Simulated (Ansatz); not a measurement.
## Effect of tensor shear ε_xz = −0.94 % on Mo

The reference is Mo in the bcc (W type) structure (space group Im-3m, No. 229; a = 3.151 Å; relaxed with 0.1 eV smearing). Axes: x, y, z lie along the cube axes.

It is then changed as follows: a pure shear with ε_xz = ε_zx = -0.0094, atoms relaxed at fixed cell.

Calculations: Kohn–Sham DFT with the r2SCAN functional, run in Ansatz (a first-principles code) with PAW and 500 eV plane waves, no SOC, earlier PAW set. Γ-centred 29×29×29 mesh, Fermi–Dirac width 0.1 eV.

| quantity | base | changed | shift |
|---|---|---|---|
| space group | Im-3m (No. 229) | Fmmm (No. 69) | – |
| energy relative to the base (free energy F) | 0 meV/atom | +1.8 meV/atom | +1.8 meV/atom |
| pressure (mean of the normal stresses, compression positive) | 0.0 GPa | 0.1 GPa | +0.1 GPa |
| band gap | zero | zero | – |
| stress (xx, yy, zz, yz, xz, xy; compression positive) | – | (0.1, 0.1, 0.1, 0.0, 2.0, 0.0) GPa | – |

The cells carry an imposed strain or load. No phonon test of stability was made. The final runs are not spin-polarised.
